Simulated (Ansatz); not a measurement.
The starting structures come from a database of crystals and need not be the phases stable at ambient conditions.

 Where the default PAW files enter, the runs use the earlier of Ansatz's two default sets.

The decay constant κ of evanescent states in the gap governs leakage through a thin film.

Here is the system:

```
CELL_PARAMETERS angstrom
      3.14335     0.00000     0.00000
      0.00000     6.60370     0.00000
      0.00000     3.30185     3.36924
ATOMIC_POSITIONS crystal
  Sn 0.50000 0.50000 0.00000
  Sn 0.00000 0.00000 0.00000
  O  0.50000 0.80597 0.00000
  O  0.50000 0.19403 0.00000
  O  0.00000 0.30597 0.38806
  O  0.00000 0.69403 0.61194
```

Space group of this cell: Cmmm. The cell is strained (lengths across the current scaled by 0.98, ions clamped); by r2SCAN its mean pressure is 8.9 GPa.

Transport runs along the normal of the first two printed cell vectors.

The gap is the functional's own, uncorrected, and κ follows it; spin-orbit coupling is left out. Mid-gap values are interpolated between the computed energies.

Task: Compute, with Ansatz (a program for electronic structure) with r2SCAN, the band gap and the smallest decay constant κ at mid-gap.

Result: Gap 2.26 eV on a 10×10×10 mesh; κ = 0.228 1/Å, at the zone centre.
